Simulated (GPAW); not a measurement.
Input and output of a self-consistent single point for MgS (Fm-3m, 2 atoms in the cell) (GPAW).

Level of theory: LDA (Perdew-Wang 92), GPAW PAW datasets LDA (gpaw-data 1.0.1) (plane waves; GPAW).

```yaml
crystal:
  lattice:
    - [0.00000, 2.58050, 2.58050]
    - [2.58050, 0.00000, 2.58050]
    - [2.58050, 2.58050, 0.00000]
  atoms:
    - { symbol: Mg, position: [0.00000, 0.00000, 0.00000] }
    - { symbol: S, position: [0.50000, 0.50000, 0.50000] }
```

Reference input (self-consistent single point, DFT PBE, plane waves, GPAW PAW datasets PBE (gpaw-data 1.0.1)): mode = pw; ecut = 800 eV; xc = PBE; kpts = 9 9 9; mesh shift (steps) = 0 0 0; occupations.name = fermi-dirac; occupations.width = 0.01 eV; nbands = -8; convergence.forces = 0.001 eV/Å; convergence.bands = -6; symmetry.symmorphic = false; symmetry.tolerance = 0.0005. This run's input differs from it in these lines:

```diff
@@ -13,3 +13,3 @@
 calc = GPAW(mode=PW(800),
-            xc='PBE',
+            xc='LDA',
             kpts=(9, 9, 9),
```

Its files differ too (potentials: GPAW PAW datasets LDA (gpaw-data 1.0.1)).

Output, abridged:

```
     iter     time        total  log10-change:
                         energy   eigst   dens  force
iter:   1 --:--:--    -9.959883   +0.82
iter:   2 --:--:--    -9.903134   -0.10  -1.15
iter:   3 --:--:--    -9.630668   -1.21  -1.19
iter:   4 --:--:--    -9.628266   -2.28  -1.57
iter:   5 --:--:--    -9.627427c  -2.71  -1.63
iter:   6 --:--:--    -9.626119c  -3.81  -2.42
iter:   7 --:--:--    -9.626963c  -4.19  -3.07
iter:   8 --:--:--    -9.625982c  -4.63  -2.66
iter:   9 --:--:--    -9.625983c  -6.53  -3.76
iter:  10 --:--:--    -9.625974c  -6.48  -3.85
iter:  11 --:--:--    -9.625972c  -6.88  -3.87
iter:  12 --:--:--    -9.625971c  -7.73c -4.33c
iter:  13 --:--:--    -9.625971c  -9.08c -4.75c -22.99c
Converged after 13 iterations.

Dipole moment: (-0.000000, -0.000000, -0.000000) |e|*Ang

Energy contributions relative to reference atoms: (reference = -16251.813960)

Kinetic:         +7.302019
Potential:       -5.916931
External:        +0.000000
XC:             -11.019384
Entropy (-ST):   -0.000000
Local:           +0.008324
SIC:             +0.000000
--------------------------
Free energy:     -9.625971
Extrapolated:    -9.625971

Showing only first 2 kpts
 Kpt  Band  Eigenvalues  Occupancy
  0     6      4.67526    2.00000
  0     7      4.67526    2.00000
  0     8      8.35040    0.00000
  0     9     12.46086    0.00000

  1     6      4.39701    2.00000
  1     7      4.39701    2.00000
  1     8      9.33296    0.00000
  1     9     11.65193    0.00000

Fermi level: 5.63898

Gap: 2.748 eV
Transition (v -> c):
   [... lines left out ...]
Direct/indirect transitions are different
Direct gap: 3.675 eV
Transition at: (s=0, k=0, n=7, [0.00, 0.00, 0.00])
Energy (eV): -9.625971

Forces in eV/Ang:
  0 Mg   -0.00000    0.00000    0.00000
  1 S    -0.00000    0.00000    0.00000

Stress tensor:
     0.009111     0.000000     0.000000
     0.000000     0.009111    -0.000000
     0.000000    -0.000000     0.009111
Stress (GPa, Voigt): [ 1.4598  1.4598  1.4598 -0.      0.      0.    ]
```

The run converged in 13 iterations. GPAW prints stress with tension positive. Against the reference run the pressure goes from 3.08 to -1.46 GPa and the gap on the mesh goes from 2.976 to 2.748 eV.

The starting cell has typed, rounded lattice constants, without a prior relaxation at this level. Its lattice was rescaled by a random factor within 2.5 % of one.
